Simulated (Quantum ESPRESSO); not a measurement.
Input and output of a self-consistent single point for YSi₂Au₂ (I4/mmm, 5 atoms in the cell) (Quantum ESPRESSO).

Method: PBEsol, GBRV 1.5 ultrasoft (PBESOL) pseudopotentials (plane waves; Quantum ESPRESSO 7.5).

```
Y(SiAu)2
1.0
   -2.11986     2.11986     5.10402
    2.11986    -2.11986     5.10402
    2.11986     2.11986    -5.10402
Y Si Au
1 2 2
Direct
  0.00000   0.00000   0.00000
  0.38808   0.38808   0.00000
  0.61192   0.61192   0.00000
  0.25000   0.75000   0.50000
  0.75000   0.25000   0.50000
```

Reference input (self-consistent single point, DFT, PBEsol, plane waves, GBRV 1.5 ultrasoft (PBESOL) pseudopotentials): ecutwfc = 40 Ry; ecutrho = 320 Ry; occupations = smearing; smearing = marzari-vanderbilt; degauss = 0.0073499 Ry; potentials = {Y: y_pbesol_v1.4.uspp.F.UPF, Si: si_pbesol_v1.uspp.F.UPF, Au: au_pbesol_v1.uspp.F.UPF}; K_POINTS = automatic 7 7 7 1 1 1; conv_thr = 1e-09 Ry; mixing_beta = 0.4. This run's input differs from it in these lines:

```diff
@@ -16,3 +16,3 @@
     smearing = 'marzari-vanderbilt',
-    degauss = 0.0073499,
+    degauss = 0.002205,
 /
@@ -37,3 +37,3 @@
 K_POINTS automatic
-7 7 7  1 1 1
+5 5 5  1 1 1
```

Output (repeated stretches shortened):

```
     Self-consistent Calculation

     iteration #  1     ecut=    40.00 Ry     beta= 0.40

     total energy              =    -341.18009980 Ry
     estimated scf accuracy    <       0.90905204 Ry

     iteration #  2     ecut=    40.00 Ry     beta= 0.40

     total energy              =    -341.48193714 Ry
     estimated scf accuracy    <       0.27901154 Ry

     iteration #  3     ecut=    40.00 Ry     beta= 0.40

     total energy              =    -341.50446923 Ry
     estimated scf accuracy    <       0.01998125 Ry

   [... 8 blocks of this kind left out ...]

     iteration # 12     ecut=    40.00 Ry     beta= 0.40

     total energy              =    -341.51312044 Ry
     estimated scf accuracy    <       0.00000003 Ry

     iteration # 13     ecut=    40.00 Ry     beta= 0.40
     End of self-consistent calculation

     the Fermi energy is    13.1089 ev

!    total energy              =    -341.51312045 Ry
     estimated scf accuracy    <          8.4E-10 Ry
     smearing contrib. (-TS)   =      -0.00004501 Ry
     internal energy E=F+TS    =    -341.51307544 Ry

     convergence has been achieved in  13 iterations

     Forces acting on atoms (cartesian axes, Ry/au):

     atom    1 type  1   force =     0.00000000    0.00000000    0.00000000
     atom    2 type  2   force =    -0.00000000   -0.00000000   -0.01352621
     atom    3 type  2   force =     0.00000000    0.00000000    0.01352621
     atom    4 type  3   force =    -0.00000000   -0.00000000   -0.00000000
     atom    5 type  3   force =     0.00000000    0.00000000    0.00000000

     Total force =     0.019129     Total SCF correction =     0.000015

          total   stress  (Ry/bohr**3)                   (kbar)     P=      -24.71
  -0.00015573  -0.00000000  -0.00000000          -22.91       -0.00       -0.00
  -0.00000000  -0.00015573  -0.00000000           -0.00      -22.91       -0.00
  -0.00000000   0.00000000  -0.00019239           -0.00        0.00      -28.30

   JOB DONE.
```

The run converged in 13 iterations. Against the reference run the free energy falls by 5.8 meV/atom, the pressure goes from -2.69 to -2.47 GPa and the largest force goes from 0.292 to 0.348 eV/Å.

The starting cell comes from a database of computed structures (which also holds hypothetical and non-ambient phases and stackings), without a prior relaxation at this level.

Cost on one core of a shared machine: roughly 2 min.
